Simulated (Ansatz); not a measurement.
TiC: pressure series

Start from TiC in the rock salt structure (space group Fm-3m, No. 225; a = 4.333 Å).

Cell and atoms are relaxed at each pressure.

Levels (all Ansatz, a first-principles code, PAW): PBE (420 eV, no SOC); PBEsol (420 eV, no spin-orbit coupling).

The base cell above is that of PBE; each level relaxes its own structures.

```json
[
 {"case": "pressure −2 GPa", "shortest interatomic distance, PBE": "2.172 Å", "shortest interatomic distance, PBEsol": "2.152 Å"},
 {"case": "pressure −1 GPa", "shortest interatomic distance, PBE": "2.169 Å", "shortest interatomic distance, PBEsol": "2.149 Å"},
 {"case": "pressure 0.3 GPa", "shortest interatomic distance, PBE": "2.166 Å", "shortest interatomic distance, PBEsol": "___"},
 {"case": "pressure 0.7 GPa", "shortest interatomic distance, PBE": "2.165 Å", "shortest interatomic distance, PBEsol": "2.145 Å"},
 {"case": "pressure 1.5 GPa", "shortest interatomic distance, PBE": "2.162 Å", "shortest interatomic distance, PBEsol": "2.143 Å"},
 {"case": "pressure 3 GPa", "shortest interatomic distance, PBE": "2.158 Å", "shortest interatomic distance, PBEsol": "___"},
 {"case": "pressure 5 GPa", "shortest interatomic distance, PBE": "2.153 Å", "shortest interatomic distance, PBEsol": "___"},
 {"case": "pressure 7.5 GPa", "shortest interatomic distance, PBE": "2.146 Å", "shortest interatomic distance, PBEsol": "2.128 Å"},
 {"case": "pressure 10 GPa", "shortest interatomic distance, PBE": "2.140 Å", "shortest interatomic distance, PBEsol": "___"}
]
```

### Question
Some entries are withheld; estimate them.

### Answer

- pressure 0.3 GPa, shortest interatomic distance, PBEsol: 2.146 Å
- pressure 3 GPa, shortest interatomic distance, PBEsol: 2.139 Å
- pressure 5 GPa, shortest interatomic distance, PBEsol: 2.134 Å
- pressure 10 GPa, shortest interatomic distance, PBEsol: 2.122 Å

PBE lies above PBEsol in every row, by 0.018 Å to 0.020 Å. They put the cases in the same order.

Load acts through the strain it causes; cell and atoms are relaxed under it. No phonon test of stability was made. Competing high-pressure phases were not computed. The base started in Pnma and relaxed to Fm-3m at this level. The final runs are not spin-polarised.
